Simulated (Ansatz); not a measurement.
Ag, pressure series

Take Ag in the fcc (Cu type) structure (space group Fm-3m, No. 225; a = 4.104 Å) as the base.

Cell and atoms are relaxed at each pressure.

The values are results of Ansatz (a quantum-chemistry and plane-wave program), r2SCAN, PAW, cutoff 500 eV, no spin-orbit coupling, not measurements.

Notes on the quantities. enthalpy: H = E + PV relative to the base's energy.

| case | shortest interatomic distance | enthalpy |
|---|---|---|
| base | 290.2 pm | – |
| pressure −2 GPa | 292.3 pm | -0.22 eV/atom |
| pressure −1 GPa | 291.2 pm | -0.11 eV/atom |
| pressure 0.9 GPa | 289.5 pm | +0.10 eV/atom |
| pressure 2.1 GPa | 288.4 pm | +0.22 eV/atom |
| pressure 4.5 GPa | (withheld) | +0.48 eV/atom |
| pressure 9 GPa | 283.4 pm | +0.94 eV/atom |
| pressure 15 GPa | 280.0 pm | +1.53 eV/atom |
| pressure 22.5 GPa | 276.5 pm | +2.24 eV/atom |
| pressure 30 GPa | 273.6 pm | +2.93 eV/atom |

Task: Some entries are withheld; estimate them.

Result: 
- pressure 4.5 GPa, shortest interatomic distance: 286.5 pm

Load acts through the strain it causes; cell and atoms are relaxed under it. Whether these cells are dynamically stable was not tested. Competing high-pressure phases were not computed.
